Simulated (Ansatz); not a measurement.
F on the 1x1 (110) surface of bcc Mo, one in a 3x3 cell, energies for each (63.6 Å²). Energies are against ½ F2(g), without zero-point or thermal terms; each row is named by its start.

The numbers are results of PBE (plane waves to 420 eV, PAW; Ansatz, a quantum-chemistry and plane-wave program), not measurements.

Task: Which site binds most strongly?
A. top Mo
B. hollow Mo-Mo-Mo

Result: B, hollow Mo-Mo-Mo. Adsorption energies: hollow Mo-Mo-Mo -3.86 eV; top Mo -3.67 eV.
